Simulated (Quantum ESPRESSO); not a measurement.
Quantum ESPRESSO run on Tc2N (P6_3/mmc, 6 atoms in the cell): self-consistent single point.

Computed with LDA (PZ), GBRV 1.5 ultrasoft (LDA) pseudopotentials (plane waves; Quantum ESPRESSO).

The change in words: lattice scaled by 0.98. Reference geometry:
```
CELL_PARAMETERS angstrom
      2.82470     0.00000     0.00000
     -1.41235     2.44626     0.00000
      0.00000     0.00000     9.68079
ATOMIC_POSITIONS crystal
  Tc 0.33333 0.66667 0.39245
  Tc 0.66667 0.33333 0.60755
  Tc 0.66667 0.33333 0.89245
  Tc 0.33333 0.66667 0.10755
  N  0.33333 0.66667 0.75000
  N  0.66667 0.33333 0.25000
```

Reference input (self-consistent single point, DFT, LDA (PZ), plane waves, GBRV 1.5 ultrasoft (LDA) pseudopotentials): ecutwfc = 40 Ry; ecutrho = 320 Ry; occupations = smearing; smearing = gaussian; degauss = 0.0073499 Ry; potentials = {Tc: tc_lda_v1.uspp.F.UPF, N: n_lda_v1.2.uspp.F.UPF}; K_POINTS = automatic 11 11 3 0 0 0; conv_thr = 1e-10 Ry; mixing_beta = 0.4. This run's input differs from it in these lines:

```diff
@@ -26,12 +26,12 @@
 CELL_PARAMETERS {angstrom}
-   2.8247000242     0.0000000000     0.0000000000
-  -1.4123500121     2.4462619790     0.0000000000
-   0.0000000000     0.0000000000     9.6807900000
+   2.7682061623     0.0000000000     0.0000000000
+  -1.3841030811     2.3973368595     0.0000000000
+   0.0000000000     0.0000000000     9.4871740000
 ATOMIC_POSITIONS {alat}
-Tc    0.0000000000    0.5773502692    1.3450015941
-Tc    0.5000000000    0.2886751346    2.0821906447
-Tc    0.5000000000    0.2886751346    3.0585977136
-Tc    0.0000000000    0.5773502692    0.3685945253
-N     0.0000000000    0.5773502692    2.5703941791
-N     0.5000000000    0.2886751346    0.8567980597
+Tc    0.0000000000    0.5773502692    1.3450014985
+Tc    0.5000000000    0.2886751346    2.0821904966
+Tc    0.5000000000    0.2886751346    3.0585974960
+Tc    0.0000000000    0.5773502692    0.3685944991
+N     0.0000000000    0.5773502692    2.5703939963
+N     0.5000000000    0.2886751346    0.8567979988
 K_POINTS {automatic}
```

Log, with long lists cut:

```
     Self-consistent Calculation

     iteration #  1     ecut=    40.00 Ry     beta= 0.40

     negative rho (up, down):  5.119E-01 0.000E+00

     total energy              =    -737.25411883 Ry
     estimated scf accuracy    <       4.26185339 Ry

     iteration #  2     ecut=    40.00 Ry     beta= 0.40

     negative rho (up, down):  5.144E-01 0.000E+00

     total energy              =    -737.84674111 Ry
     estimated scf accuracy    <       0.69894544 Ry

     iteration #  3     ecut=    40.00 Ry     beta= 0.40

     negative rho (up, down):  5.165E-01 0.000E+00

     total energy              =    -738.01085719 Ry
     estimated scf accuracy    <       0.13643516 Ry

   [... 9 blocks of this kind left out ...]

     iteration # 13     ecut=    40.00 Ry     beta= 0.40

     negative rho (up, down):  5.160E-01 0.000E+00

     total energy              =    -738.03443901 Ry
     estimated scf accuracy    <          3.5E-09 Ry

     iteration # 14     ecut=    40.00 Ry     beta= 0.40

     negative rho (up, down):  5.160E-01 0.000E+00
     End of self-consistent calculation

     the Fermi energy is    24.0821 ev

!    total energy              =    -738.03443901 Ry
     estimated scf accuracy    <          7.7E-11 Ry
     smearing contrib. (-TS)   =      -0.00084604 Ry
     internal energy E=F+TS    =    -738.03359296 Ry

     convergence has been achieved in  14 iterations

     negative rho (up, down):  5.160E-01 0.000E+00

     Forces acting on atoms (cartesian axes, Ry/au):

     atom    1 type  1   force =     0.00000000   -0.00000000   -0.00537270
     atom    2 type  1   force =     0.00000000    0.00000000    0.00537270
     atom    3 type  1   force =     0.00000000    0.00000000   -0.00537270
     atom    4 type  1   force =    -0.00000000   -0.00000000    0.00537270
     atom    5 type  2   force =     0.00000000   -0.00000000   -0.00000000
   [... lines left out ...]
     Total force =     0.010745     Total SCF correction =     0.000093
   [... lines left out ...]

     negative rho (up, down):  5.160E-01 0.000E+00
          total   stress  (Ry/bohr**3)                   (kbar)     P=      113.59
   0.00070191  -0.00000000   0.00000000          103.25       -0.00        0.00
  -0.00000000   0.00070191  -0.00000000           -0.00      103.25       -0.00
   0.00000000   0.00000000   0.00091260            0.00        0.00      134.25

   JOB DONE.
```

The run converged in 14 iterations. Against the reference run the free energy drops by 3.6 meV/atom, the pressure goes from -12.50 to 11.36 GPa and the largest force goes from 0.302 to 0.138 eV/Å.

The starting cell comes from a database of computed structures (which also holds hypothetical and non-ambient phases and stackings), without a prior relaxation at this level. For this run, on top of that: lattice scaled by 0.98. Spin polarisation is off. With a pressure of about 11 GPa the cell is away from its equilibrium volume at this level.

Cost on one core of a shared machine: roughly 40 s.
